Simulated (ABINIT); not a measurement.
How a calculation on Li2CuIrF6 (Fm-3m, 10 atoms in the cell) responds to its settings

```yaml
crystal:
  lattice:
    - [0.00000, 4.12305, 4.12305]
    - [4.12305, 0.00000, 4.12305]
    - [4.12305, 4.12305, 0.00000]
  atoms:
    - { symbol: Li, position: [0.25000, 0.25000, 0.25000] }
    - { symbol: Li, position: [0.75000, 0.75000, 0.75000] }
    - { symbol: Cu, position: [0.50000, 0.50000, 0.50000] }
    - { symbol: Ir, position: [0.00000, 0.00000, 0.00000] }
    - { symbol: F, position: [0.24910, 0.24910, 0.75090] }
    - { symbol: F, position: [0.75090, 0.75090, 0.24910] }
    - { symbol: F, position: [0.75090, 0.24910, 0.24910] }
    - { symbol: F, position: [0.24910, 0.75090, 0.75090] }
    - { symbol: F, position: [0.24910, 0.75090, 0.24910] }
    - { symbol: F, position: [0.75090, 0.24910, 0.75090] }
```

Base run A: ABINIT with PBEsol, PAW (JTH v2.0 PBE PAW, files made for PBE), self-consistent single point.

Its settings: pseudos = [Li.GGA_PBE-JTH.xml, Cu.GGA_PBE-JTH.xml, Ir.GGA_PBE-JTH.xml, F.GGA_PBE-JTH.xml]; ecut = 60 Ry; pawecutdg = 120 Ry; pawxcdev = 0; ixc = -116133; occopt = 1; ngkpt = 3 3 3; nshiftk = 1; shiftk = 0 0 0; potentials = JTH v2.0 PBE PAW; nband = 45; kptopt = 1; nstep = 80; tolvrs = 1e-11; diemac = 4.

The starting cell comes from a database of computed structures (which also holds hypothetical and non-ambient phases and stackings), without a prior relaxation at this level. Spin-orbit coupling is off. The potentials were made for another functional than the one used. In the base run, with a pressure of about -4 GPa the cell is away from its equilibrium volume at this level.

Runs:
- B: pseudos: [Li.GGA_PBE-JTH.xml, Cu.GGA_PBE-JTH.xml, Ir.GGA_PBE-JTH.xml, F.GGA_PBE-JTH.xml] → [Li.LDA_PW-JTH.xml, Cu.LDA_PW-JTH.xml, Ir.LDA_PW-JTH.xml, F.LDA_PW-JTH.xml]; ixc: -116133 → default; potentials: JTH v2.0 PBE PAW → JTH v2.0 LDA PAW [LDA (PW92)]
- C: ixc: -116133 → 15 [RPBE]
- D: ixc: -116133 → 14 [revPBE]
- E: ixc: -116133 → -106131 [BLYP]
- F: ixc: -116133 → 23 [Wu-Cohen GGA]
- G: ixc: -116133 → -109134 [PW91]

| run | pressure (GPa) | largest force (eV/Å) | gap on the mesh (eV) |
|---|---|---|---|
| A | -4.18 | 0.204 | 0.905 |
| B | -8.08 | 0.311 | ___ |
| C | ___ | 0.085 | 0.996 |
| D | 1.58 | 0.093 | 1.051 |
| E | 1.81 | 0.047 | 0.892 |
| F | -3.95 | 0.182 | 0.965 |
| G | -1.09 | 0.107 | 0.918 |

Question: Some entries are withheld; supply them.

Answer: 
- B, gap on the mesh (eV): 0.857
- C, pressure (GPa): 2.15
